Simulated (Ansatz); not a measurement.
A periodic model of amorphous Si₂₄O₄₈H₂:

```
CELL_PARAMETERS angstrom
     10.51676     0.00000     0.00000
      0.00000    10.51676     0.00000
      0.00000     0.00000    10.51676
ATOMIC_POSITIONS crystal
  Si 0.52155 0.00496 0.64884
  Si 0.71000 0.58977 0.46991
  Si 0.37139 0.96875 0.13914
  Si 0.52124 0.13076 0.92203
  Si 0.08168 0.48555 0.23935
  Si 0.44824 0.54064 0.60200
  Si 0.02397 0.31741 0.01388
  Si 0.55001 0.62047 0.00853
  Si 0.80839 0.74095 0.98758
  Si 0.57918 0.46045 0.23006
  Si 0.34011 0.40424 0.36686
  Si 0.08298 0.08143 0.14944
  Si 0.24181 0.54523 0.77641
  Si 0.91082 0.35740 0.46443
  Si 0.00221 0.85743 0.67668
  Si 0.76861 0.88806 0.51002
  Si 0.33685 0.14884 0.51498
  Si 0.94342 0.91322 0.95736
  Si 0.97118 0.61094 0.78981
  Si 0.04547 0.36396 0.71972
  Si 0.85174 0.10508 0.32500
  Si 0.26185 0.96111 0.59355
  Si 0.46029 0.41249 0.84485
  Si 0.74192 0.24261 0.09043
  O  0.45638 0.26754 0.89021
  O  0.94469 0.78642 0.05758
  O  0.02242 0.90649 0.82374
  O  0.78842 0.97631 0.38403
  O  0.58888 0.59781 0.57015
  O  0.83703 0.22767 0.41979
  O  0.76830 0.13743 0.19974
  O  0.29720 0.27369 0.43903
  O  0.68485 0.68564 0.05647
  O  0.11319 0.22541 0.10236
  O  0.76698 0.73603 0.47118
  O  0.88919 0.92901 0.60139
  O  0.47220 0.41290 0.68890
  O  0.48665 0.13134 0.55954
  O  0.67566 0.36996 0.15015
  O  0.93621 0.46991 0.74477
  O  0.96217 0.70855 0.67121
  O  0.79141 0.88477 0.92206
  O  0.45890 0.73406 0.95538
  O  0.29634 0.01020 0.44604
  O  0.98743 0.03428 0.03519
  O  0.24760 0.11307 0.64318
  O  0.81372 0.47585 0.50348
  O  0.00123 0.07916 0.28273
  O  0.42242 0.05496 0.01469
  O  0.14092 0.87045 0.60898
  O  0.99828 0.40409 0.34454
  O  0.21469 0.00129 0.15275
  O  0.63882 0.92653 0.58583
  O  0.18039 0.43464 0.68457
  O  0.06304 0.29827 0.86185
  O  0.32415 0.47729 0.88882
  O  0.47383 0.36855 0.29684
  O  0.37090 0.51418 0.47130
  O  0.39584 0.90804 0.65570
  O  0.04744 0.45369 0.08815
  O  0.65571 0.16704 0.98809
  O  0.85610 0.63469 0.88826
  O  0.87243 0.28724 0.02135
  O  0.49689 0.55483 0.13760
  O  0.34790 0.62698 0.69107
  O  0.23079 0.45014 0.26992
  O  0.99466 0.30139 0.58686
  O  0.65585 0.55082 0.32970
  O  0.55321 0.05062 0.79311
  O  0.12152 0.62276 0.83877
  O  0.57163 0.50610 0.90315
  O  0.05503 0.63590 0.26127
  H  0.03037 0.68804 0.18823
  H  0.43462 0.73311 0.86617
```

Methods: PBE, scalar-relativistic without spin-orbit coupling (Ansatz, a program for electronic structure); r2SCAN, scalar-relativistic without spin-orbit coupling (Ansatz). Neutral PBE cell, which sets geometry, pressure and energy: sampling: a 2×2×2 Γ-centred mesh; Fermi-Dirac width 0.02 eV; no spin polarisation. The usual formal charges leave 2 electrons over, so the level spacing at the Fermi energy parts defect or band states and needn't be the band gap.

The cell was made by melting and quenching with the CHGNet potential and then relaxed with DFT. O atoms were pushed apart under 1.9 Å during the dynamics, to hinder bonds among them. The hot cell started wider than the set density and was brought back towards it in steps. It is the lowest in DFT energy of 2 quenches. It is a model cell: composition and starting density were chosen by hand, and all elements were melted together. No dispersion term was used. Its density started from a set value of 2.01 and ended at 2.06 g/cm³. The quench (nominally 780 K/ps over its main leg) was far faster than any real one, so the model tends to hold more defects than a real film. One small periodic cell is one sample of the glass; other quenches scatter about these values. The volume was free in the relaxation, at fixed shape.

Question: Give the pressure, the energy against reference phases and the spacing of the highest filled and lowest empty levels.

Answer: 
* **Pressure on a 2×2×2 Γ-centred mesh**: -0.02 GPa
* **Largest force and stress component on that mesh (the relaxation ran on the zone centre alone)**: 0.02 eV/Å and 1.1 GPa
* **Energy relative to alpha cristobalite + H2 gas (lowest mix at this level among the phases computed, not always the ambient ones)**: 0.155 eV/atom
* **Level spacing at the Fermi energy on a 2×2×2 Γ-centred mesh (PBE)**: 3.72 eV
* **Level spacing at the Fermi energy at the zone centre (PBE)**: 3.77 eV
* **Level spacing at the Fermi energy at the zone centre (r2SCAN)**: 4.05 eV
* **Distance between the nearest levels spread over more than a fifth of the atoms or a third of the atoms of their main element (six at least) (PBE, zone centre)**: 5.43 eV

Question: At PBE and the zone centre, how localised are the states just below and above the Fermi level (participation number: the atoms over which a state spreads)?

Answer: The highest filled state is spread over 2.1 atoms' worth, largest on Si3, with weights by element (charge in smoothed Voronoi cells) Si 0.69, O 0.30, H 0.00. The lowest empty state is spread over 14.0 atoms' worth, largest on Si3, with weights by element (charge in smoothed Voronoi cells) O 0.53, Si 0.44, H 0.03.

At PBE the levels at the filled edge of the gap are localised (band-tail or defect states), and the nearest spread-out levels lie 5.4 eV apart at the zone centre.

Bonds are counted up to Si-Si 2.60 Å, Si-O 1.90 Å, Si-H 1.70 Å, O-O 1.58 Å, O-H 1.16 Å, H-H 0.90 Å. Two cations that share two anions don't count as bonded, nor two that share one unless they lie closer than Si-Si 2.38 Å.

Added carriers, by Ansatz with PBE, scalar-relativistic without spin-orbit coupling on the zone centre alone. Charged cells keep the cell fixed and stand in a uniform background, with no image correction, at a width of 0.01 eV; where the count is odd the moment is locked at 1 μB, unless the neutral cell bore moments. Each starts from the undistorted neutral geometry alone. PBE's self-interaction favours spread-out carriers, so it can miss traps that a hybrid finds.

Question: What happens at PBE when the cell takes an extra electron and the atoms relax?

Answer: Relaxation lowers the charged cell by 0.05 eV. The largest moves are Si3 0.44 Å, O49 0.08 Å, O44 0.07 Å, O38 0.07 Å. The level that holds the added charge spreads over 9.6 atoms' worth, most on Si3 (weight 0.31): a partly localised carrier. No bond crosses its cut-off with a change of over 0.15 Å. Made neutral again at that geometry, the cell lies +0.16 eV from the neutral start.

Question: What happens at PBE when the cell takes a hole and the atoms relax?

Answer: Relaxation lowers the charged cell by 0.68 eV. The largest moves are H74 0.50 Å, O43 0.48 Å, Si3 0.39 Å, O71 0.30 Å. The level that was emptied spreads over 2.5 atoms' worth, most on Si3 (weight 0.62): a localised (trapped) carrier, which neighbours of that atom can share. No bond crosses its cut-off with a change of over 0.15 Å. Made neutral again at that geometry, the cell lies +0.93 eV from the neutral start.

A PBE run started with 1 μB on atoms that lack a bond or may hold spare charge lost its moments; other starts weren't tried.
